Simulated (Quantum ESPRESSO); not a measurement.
The steps of a band-structure calculation for Ti3O8 (P-4m2, 11 atoms in the cell) with Quantum ESPRESSO.

Computed with PBEsol, PseudoDojo standard norm-conserving (PBESOL) pseudopotentials (plane waves; Quantum ESPRESSO).

Step 1 (scf):

```fortran
&CONTROL
   calculation = 'scf'
   prefix = 'pwscf'
   outdir = './out'
   pseudo_dir = './'
   tprnfor = .true.
   tstress = .true.
/
&SYSTEM
   ibrav = 0
   nat = 11
   ntyp = 2
   ecutwfc = 85
   occupations = 'smearing'
   smearing = 'gauss'
   degauss = 0.0073499
/
&ELECTRONS
   conv_thr = 1.0d-10
   mixing_beta = 0.7
/
ATOMIC_SPECIES
Ti    47.8670  Ti.upf
O     15.9990  O.upf
CELL_PARAMETERS {bohr}
   7.1476622993     0.0000000000     0.0000000000
   0.0000000000     7.1476622993     0.0000000000
   0.0000000000     0.0000000000    18.1765763941
ATOMIC_POSITIONS {bohr}
Ti    0.0000000000    0.0000000000    9.0882881970
Ti    0.0000000000    3.5738311496    4.3641959922
Ti    3.5738311496    0.0000000000   13.8123804019
O     0.0000000000    3.5738311496    0.6821669121
O     3.5738311496    0.0000000000   17.4944094820
O     3.5738311496    0.0000000000    9.8542491263
O     0.0000000000    3.5738311496    8.3223272678
O     0.0000000000    0.0000000000    5.2621188661
O     0.0000000000    0.0000000000   12.9144575280
O     3.5738311496    3.5738311496   14.3862149186
O     3.5738311496    3.5738311496    3.7903614755
K_POINTS {automatic}
3 3 1  0 0 0
```

Step 2 (bands):

```fortran
&CONTROL
   calculation = 'bands'
   prefix = 'pwscf'
   outdir = './out'
   pseudo_dir = './'
   verbosity = 'high'
/
&SYSTEM
   ibrav = 0
   nat = 11
   ntyp = 2
   ecutwfc = 85
   occupations = 'smearing'
   smearing = 'gauss'
   degauss = 0.0073499
   nbnd = 53
/
&ELECTRONS
   conv_thr = 1.0d-10
   startingwfc = 'random'
   diago_thr_init = 1.0d-6
/
ATOMIC_SPECIES
Ti    47.8670  Ti.upf
O     15.9990  O.upf
CELL_PARAMETERS {bohr}
   7.1476622993     0.0000000000     0.0000000000
   0.0000000000     7.1476622993     0.0000000000
   0.0000000000     0.0000000000    18.1765763941
ATOMIC_POSITIONS {bohr}
Ti    0.0000000000    0.0000000000    9.0882881970
Ti    0.0000000000    3.5738311496    4.3641959922
Ti    3.5738311496    0.0000000000   13.8123804019
O     0.0000000000    3.5738311496    0.6821669121
O     3.5738311496    0.0000000000   17.4944094820
O     3.5738311496    0.0000000000    9.8542491263
O     0.0000000000    3.5738311496    8.3223272678
O     0.0000000000    0.0000000000    5.2621188661
O     0.0000000000    0.0000000000   12.9144575280
O     3.5738311496    3.5738311496   14.3862149186
O     3.5738311496    3.5738311496    3.7903614755
K_POINTS {crystal_b}
12
  0.00000000   0.00000000   0.00000000   8  ! G
  0.00000000   0.50000000   0.00000000   8  ! X
  0.50000000   0.50000000   0.00000000  12  ! M
  0.00000000   0.00000000   0.00000000   3  ! G
  0.00000000   0.00000000   0.50000000   8  ! Z
  0.00000000   0.50000000   0.50000000   8  ! R
  0.50000000   0.50000000   0.50000000  12  ! A
  0.00000000   0.00000000   0.50000000   1  ! Z
  0.00000000   0.50000000   0.00000000   3  ! X
  0.00000000   0.50000000   0.50000000   1  ! R
  0.50000000   0.50000000   0.00000000   3  ! M
  0.50000000   0.50000000   0.50000000   1  ! A
```

Step 3 (bands.x):

```fortran
&BANDS
   prefix = 'pwscf'
   outdir = './out'
   filband = 'bands.dat'
   lsym = .false.
/
```

Output of bands (abridged):

```
     Atomic positions and unit cell read from directory:
     ./out/pwscf.save/

     Message from routine setup:
     using ibrav=0 with symmetry is DISCOURAGED, use correct ibrav instead
     G-vector sticks info
     --------------------
     sticks:   dense  smooth     PW     G-vecs:    dense   smooth      PW
     Sum        1369    1369    401                98259    98259   15065

     bravais-lattice index     =            0
   [... lines left out ...]
     unit-cell volume          =     928.6245 (a.u.)^3
   [... lines left out ...]

     Band Structure Calculation
     Davidson diagonalization with overlap

     ethr =  1.00E-06,  avg # of iterations = 45.1

     End of band structure calculation

          k = 0.0000 0.0000 0.0000 ( 12377 PWs)   bands (ev):

   -51.5824 -51.2876 -51.2868 -28.0330 -27.9363 -27.9363 -27.6739 -27.6739
   -27.6698 -27.6568 -27.6568 -27.6321 -12.8275 -12.3545 -12.0275 -11.8063
   -11.7577 -11.5733 -11.1947 -10.6167   0.7175   0.7656   0.7656   0.9464
     1.9580   1.9580   2.1011   2.4677   2.4952   2.4952   3.1863   3.1882
     3.1882   3.2655   3.2655   3.2795   3.6830   4.1166   4.1166   4.2528
     4.2528   4.3862   4.8573   4.8573   6.8603   7.2359   7.3608   8.3462
     8.3462   8.5579   8.5579   9.0324   9.0324

          k = 0.0000 0.0625 0.0000 ( 12343 PWs)   bands (ev):

   -51.5823 -51.2875 -51.2867 -28.0332 -27.9403 -27.9362 -27.6779 -27.6738
   -27.6700 -27.6585 -27.6567 -27.6319 -12.8095 -12.3391 -12.0123 -11.7992
   -11.7474 -11.5677 -11.1880 -10.6235   0.6689   0.7405   0.7688   0.9584
     1.8340   1.9634   2.1440   2.3534   2.4869   2.5892   3.0824   3.1734
     3.1768   3.2620   3.2633   3.3778   3.7267   4.0544   4.0736   4.2136
     4.2204   4.4085   4.8125   4.8357   6.9399   7.2905   7.4036   8.2769
     8.3408   8.4672   8.5739   8.8802   9.0328

   [... 66 blocks of this kind left out ...]
```

Output of bands.x (abridged):

```
     Reading xml data from directory:

     ./out/pwscf.save/

     G-vector sticks info
     --------------------
     sticks:   dense  smooth     PW     G-vecs:    dense   smooth      PW
     Sum        1369    1369    401                98259    98259   15065

     Reading collected, re-writing distributed wavefunctions
     high-symmetry point:  0.0000 0.0000 0.0000   x coordinate   0.0000
     high-symmetry point:  0.0000 0.5000 0.0000   x coordinate   0.5000
     high-symmetry point:  0.5000 0.5000 0.0000   x coordinate   1.0000
     high-symmetry point:  0.0000 0.0000 0.0000   x coordinate   1.7071
     high-symmetry point:  0.0000 0.0000 0.1966   x coordinate   1.9037
     high-symmetry point:  0.0000 0.5000 0.1966   x coordinate   2.4037
     high-symmetry point:  0.5000 0.5000 0.1966   x coordinate   2.9037
     high-symmetry point:  0.0000 0.0000 0.1966   x coordinate   3.6108
     high-symmetry point:  0.0000 0.5000 0.0000   x coordinate   3.6108
     high-symmetry point:  0.0000 0.5000 0.1966   x coordinate   3.8074
     high-symmetry point:  0.5000 0.5000 0.0000   x coordinate   3.8074
     high-symmetry point:  0.5000 0.5000 0.1966   x coordinate   4.0041

     Plottable bands (eV) written to file bands.dat.gnu
     Bands written to file bands.dat

   JOB DONE.
```

The starting cell comes from a database of computed structures (which also holds hypothetical and non-ambient phases and stackings), without a prior relaxation at this level. Spin polarisation is off, so a magnetic state, if there is one, cannot be reached.
